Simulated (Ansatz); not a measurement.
Results of PBE0 in Ansatz (plane waves, PAW) for SnS (F-43m, No. 216, 2 atoms in the cell; start mp-10013; a measured phase of this formula has another space group).

Numerical settings: plane-wave cutoff 460 eV, 8×8×8 k mesh, Fermi–Dirac smearing 0.01 eV, scalar-relativistic PAW data made under PBE.

Cell (relaxed with PBEsol):

```xyz
2
Lattice="0.0000 3.2093 3.2093 3.2093 0.0000 3.2093 3.2093 3.2093 0.0000" Properties=species:S:1:pos:R:3 pbc="T T T"
Sn     0.0000     0.0000     0.0000
S      1.6046     1.6046     1.6046
```

Problem. Predict the band gap, smallest direct gap on the k points sampled and Γ–Γ gap.

Solution. 
band gap: 0.97 eV (on the SCF k mesh)
smallest direct gap on the k points sampled: 1.73 eV
Γ–Γ gap: 5.98 eV

Note: cell and atoms aren't relaxed at this level (pressure 1.4 GPa).

Spin–orbit coupling is not included.

The computed numbers hold no vibrational or temperature effects.

Computing time: about 2.3 core-minutes (a rough figure).

A start named mp-… is a Materials Project structure, which need not be a measured phase.

Ansatz is an electronic-structure program.
